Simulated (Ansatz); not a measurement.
L1₂ (Cu3Au-type) Ni3Si, treated with PBEsol (Ansatz, an electronic-structure program, plane waves, PAW).

Numerical settings: plane-wave cutoff 500 eV, 12×12×12 k mesh, Fermi–Dirac smearing 0.05 eV, no spin polarisation, scalar-relativistic PAW data made under PBE.

Computed at the level's own relaxed cell.

Task: Predict the volume per atom and lattice parameter a.

Result: 
- volume per atom: 10.37 Å³/atom
- lattice parameter a: 3.461 Å

Measured, for comparison: equilibrium volume per atom 10.81 Å³/atom, lattice constant a 3.510 Å (temperature not stated, not corrected to a static lattice; as tabulated in Metallic Nickel Silicides: Experiments and Theory for NiSi and First Principles …). Computed (rounded) less measured: equilibrium volume per atom -4.1 %, lattice constant a -1.4 %. A static lattice is as a rule a little smaller and stiffer than an uncorrected measurement, which narrows the difference in the lattice constant a and would widen misses of the other sign.

Static lattice: no zero-point or thermal effects.

The result took very roughly 18 core-seconds.
